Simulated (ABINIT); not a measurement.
Band structure of Mg2Ge (Fm-3m, 3 atoms in the cell).

```yaml
crystal:
  lattice:
    - [0.00000, 3.18430, 3.18430]
    - [3.18430, 0.00000, 3.18430]
    - [3.18430, 3.18430, 0.00000]
  atoms:
    - { symbol: Mg, position: [0.75000, 0.75000, 0.75000] }
    - { symbol: Mg, position: [0.25000, 0.25000, 0.25000] }
    - { symbol: Ge, position: [0.00000, 0.00000, 0.00000] }
```

Method of the run: LDA (PW92), norm-conserving pseudopotentials (PseudoDojo nc-sr-04 LDA standard) (plane waves; ABINIT).

Settings: pseudos = [Mg.upf, Ge.upf]; ecut = 84 Ry; occopt = 7; tsmear = 0.00183747 Ha; ngkpt = 9 9 9; nshiftk = 1; shiftk = 0 0 0; potentials = PseudoDojo nc-sr-04 LDA standard; kptopt = 1; nstep = 50; tolvrs1 = 1e-10; ndtset = 2; getden2 = 1.

The starting cell comes from a database of computed structures (which also holds hypothetical and non-ambient phases and stackings), without a prior relaxation at this level.

**Question.** Predict the gap along the standard path and the places of the band edges.

**Answer.** The gap along the path is 0.13 eV, from Γ to X; the smallest direct gap on it is 0.92 eV.

Levels in eV from the top of the valence band on the SCF mesh, bands 14 to 21:
| point | 14 | 15 | 16 | 17 | 18 | 19 | 20 | 21 |
|---|---|---|---|---|---|---|---|---|
| Γ | -9.82 | 0.00 | 0.00 | 0.00 | 0.92 | 2.81 | 2.81 | 2.81 |
| X | -8.14 | -4.56 | -2.02 | -2.02 | 0.13 | 0.49 | 7.88 | 7.88 |
| W | -8.11 | -3.70 | -3.70 | -2.71 | 2.79 | 3.71 | 3.75 | 3.75 |
| K | -8.16 | -4.13 | -3.53 | -1.68 | 0.68 | 3.11 | 6.01 | 6.11 |
| L | -8.60 | -4.88 | -0.74 | -0.74 | 0.92 | 2.77 | 2.77 | 4.81 |
| U | -8.16 | -4.13 | -3.53 | -1.68 | 0.68 | 3.11 | 6.01 | 6.11 |
